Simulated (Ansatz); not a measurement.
Base system: ScAs in the zinc blende structure (space group F-43m, No. 216; a hypothetical phase, not in the database extracts checked).

```xyz
2
Lattice="0.0000 3.0195 3.0195 3.0195 0.0000 3.0195 3.0195 3.0195 0.0000" Properties=species:S:1:pos:R:3 pbc="T T T"
As     4.5293     4.5293     4.5293
Sc     0.0000     0.0000     0.0000
```

Cartesian axes are those of the cell as printed.

The values are results of plane-wave PAW DFT at the PBEsol level (Ansatz, a program for electronic structure, 420 eV), no SOC, not measurements.

For the base:

- Electron mass = 1.9 mₑ along k, 2.9 mₑ across (at X)
- Shortest interatomic distance = 261.5 pm

Now apply this change: the cell is stretched by 0.76 % along y with no lateral relaxation; the atoms relax in the strained cell.

Task: What does the calculation give for the electron mass after the change?

Result: The electron mass changes from 1.9 mₑ along k, 2.9 mₑ across (at X) to 1.9 mₑ along k, 2.7 mₑ across (at X).

Task: Predict the new shortest interatomic distance.

Result: The shortest interatomic distance rises by 0.7 pm, from 261.5 pm to 262.2 pm.

The levels and masses belong to the bands next to the band gap. Masses are band curvatures over ±0.01 Å⁻¹ around the edge. Along k means along the line from Γ to the band edge. Whether these cells are dynamically stable was not tested. All final runs are without spin polarisation.
